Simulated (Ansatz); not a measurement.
## Fermi-surface data of PtSn2 (Fm-3m)

Here is the system:

```
CELL_PARAMETERS angstrom
      0.00000     3.22614     3.22614
      3.22614     0.00000     3.22614
      3.22614     3.22614     0.00000
ATOMIC_POSITIONS crystal
  Sn 0.75000 0.75000 0.75000
  Sn 0.25000 0.25000 0.25000
  Pt 0.00000 0.00000 0.00000
```

These are PBEsol with spin-orbit coupling, rigid bands (plane waves, PAW; Ansatz, an electronic-structure program) values and carry that method's errors. Condition of this run: spin-orbit coupling switched on. Cell: cell and atoms relaxed with PBEsol.

- density of states at the Fermi level: 1.03 states/(eV·cell), both spins
- bare Sommerfeld coefficient: 0.81 mJ/(mol of atoms·K²)
- Drude plasma energy: 5.4 eV
- root-mean-square Fermi velocity: 8.5e5 m/s
- resistivity times τ: 16.9 ×10⁻²² Ω·m·s

A metal at this level (no band gap); rigid bands, thermally averaged at 300 K, both spins. τ is one relaxation time for all states.

Formula and space group known from diffraction (Crystallography Open Database), not checked to be the room-temperature form: PtSn2 (Fm-3m).
